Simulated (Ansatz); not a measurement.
Consider Ti in the hcp (Mg type) structure (space group P6_3/mmc, No. 194; a = 2.936 Å, c = 4.637 Å). Axes: x lies along a and z along c of the hexagonal cell.

Structures relaxed with Kohn–Sham DFT with the r2SCAN functional, run in Ansatz (an electronic-structure program) with PAW and 500 eV plane waves, scalar-relativistic without spin-orbit coupling.

Base:

Simulated powder pattern, Cu Kα1, λ = 1.54056 Å (kinematic, ideal powder, no thermal factors, no anomalous dispersion; the 10 strongest lines at most, above 2 %, up to 2θ = 90°):

```csv
2θ (°),I/Imax (%),hkl
35.27,25,(100)
38.81,25,(002)
40.43,100,(101)
53.44,14,(102)
63.30,15,(110)
71.36,15,(103)
74.59,2.2,(200)
76.79,16,(112)
77.85,12,(201)
87.42,2.9,(202)
```

After one change:

Simulated powder pattern, Cu Kα1, λ = 1.54056 Å (kinematic, ideal powder, no thermal factors, no anomalous dispersion; the 10 strongest lines at most, above 2 %, up to 2θ = 90°):

| 2θ (°) | I/Imax (%) |
|---|---|
| 35.72 | 25 |
| 38.42 | 27 |
| 40.74 | 100 |
| 53.46 | 14 |
| 64.18 | 15 |
| 71.05 | 16 |
| 77.35 | 16 |
| 78.86 | 12 |
| 82.30 | 2.3 |
| 88.23 | 2.9 |

**Question.** What was done to the base?
A. isotropic strain +4.31 %
B. biaxial strain −1.23 %, plane normal [001], relaxed out of plane
C. biaxial strain +2.28 %, plane normal [001], relaxed out of plane
D. isotropic strain −1.02 %

**Answer.** B, biaxial strain −1.23 %, plane normal [001], relaxed out of plane. Its volume per atom is 17.05 Å³ against 17.31 Å³, and its space group is P6_3/mmc (No. 194).

Whether these cells are dynamically stable was not tested. The final runs are not spin-polarised.
